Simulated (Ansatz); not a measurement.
One base run on Al₂O₃ (R-3c, 10 atoms in the cell) and variants with one or two settings moved

```
CELL_PARAMETERS angstrom
      2.44888     1.41386     4.45646
     -2.44888     1.41386     4.45646
      0.00000    -2.82773     4.45646
ATOMIC_POSITIONS crystal
  Al 0.14790 0.14790 0.14790
  Al 0.85210 0.85210 0.85210
  Al 0.35210 0.35210 0.35210
  Al 0.64790 0.64790 0.64790
  O  0.94386 0.55614 0.25000
  O  0.05614 0.44386 0.75000
  O  0.25000 0.94386 0.55614
  O  0.75000 0.05614 0.44386
  O  0.55614 0.25000 0.94386
  O  0.44386 0.75000 0.05614
```

Base run A: Ansatz (a quantum-chemistry and plane-wave program) with PBE0, PAW files made with PBE, self-consistent single point.

Its settings: basis.ecutwfc = 420 eV; kpoints.mp_grid.grid = 4 4 4; kpoints.mp_grid.shift = 0.5 0.5 0.5; hamiltonian.xc = pbe0; hamiltonian.pseudopotentials = {kind: paw} (the program's default PAW files); scf.occupations.method = fixed.

The starting cell comes from a database of computed structures (which also holds hypothetical and non-ambient phases and stackings), without a prior relaxation at this level. Its lattice was rescaled by a random factor within 2.5 % of one. In the base run, with a pressure of about -20 GPa the cell is away from its equilibrium volume at this level. Ansatz's pressure includes its estimate of the finite-basis (Pulay) stress. Another mesh or the band path of this cell gives a smaller gap, so this value is not converged in the mesh.

ΔF is the free energy per atom less that of run A. A dash stands where there is no value to compare (another energy zero or no entropy term, no result, no spin, no clean gap, or a mesh too coarse for one). Absolute energies have different zeros for different potentials, functionals, Hubbard and dispersion terms and are not compared across them.

Run A gave: pressure (GPa) -19.58; largest force (eV/Å) 0.088; gap on the mesh (eV) 8.072.

Runs:
- B: hamiltonian.xc: pbe0 → pbe [PBE]
- C: hamiltonian.xc: pbe0 → hse06 [HSE06]
- D: scf.convergence.dr2_threshold: default (1e-07 eV) → 0.001 eV
- E: scf.mixing.algorithm: default (the program chose MSR1) → broyden; scf.mixing.ndim: default → 4
- F: scf.mixing.preconditioner: default (the program chose none) → kerker; scf.mixing.q_tf: default → 1.5

Problem. What does run C change against A?

Solution. The pressure moves little (-19.58 to -19.57 GPa), the largest force moves little (0.088 to 0.092 eV/Å) and the gap on the mesh goes from 8.072 to 7.326 eV.

Problem. What does run B change against A?

Solution. The pressure goes from -19.58 to -11.50 GPa, the largest force goes from 0.088 to 0.049 eV/Å and the gap on the mesh goes from 8.072 to 5.524 eV.

| run | ΔF (meV/atom) | pressure (GPa) | largest force (eV/Å) | gap on the mesh (eV) |
|---|---|---|---|---|
| A | 0.00 | -19.58 | 0.088 | 8.072 |
| B | – | -11.50 | 0.049 | 5.524 |
| C | – | -19.57 | 0.092 | 7.326 |
| D | 0.00 | -19.58 | 0.088 | 8.072 |
| E | 0.00 | -19.58 | 0.088 | 8.072 |
| F | 0.00 | -19.58 | 0.088 | 8.072 |

Keys are those of Ansatz 0.2.
